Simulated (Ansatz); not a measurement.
Results of r²SCAN (PAW; Ansatz, an electronic-structure program) for HfO2 (P4₂/mnm, No. 136, 6 atoms in the cell; start mp-776532; a measured phase of this formula has another space group).

Settings: plane-wave cutoff 560 eV, 8×8×10 k mesh (along the axes of the cell as run), Fermi–Dirac smearing 0.01 eV, scalar-relativistic PAW data made under PBE.

Cell (relaxed at this level):

```
HfO2
1.0
    4.83809     0.00000     0.00000
    0.00000     4.83809     0.00000
    0.00000     0.00000     3.22031
Hf O
2 4
Direct
  0.00000   0.00000   0.00000
  0.50000   0.50000   0.50000
  0.19492   0.80508   0.50000
  0.80508   0.19492   0.50000
  0.69492   0.69492   0.00000
  0.30508   0.30508   0.00000
```

Predict the band gap and bulk modulus B0.


- band gap = 4.53 eV (on the SCF k mesh)
- bulk modulus B0 = 224 GPa

Note: the relaxation could not lower the start's symmetry, so the cell can be a saddle point above a distorted one; the bulk modulus is −V dP/dV from two relaxed cells at ±2 % in volume.

Spin–orbit coupling is not included.

Static lattice: no zero-point or thermal effects.

It cost about 2.8 core-minutes (a rough figure) of CPU time.

A start named mp-… is a Materials Project structure, which need not be a measured phase.
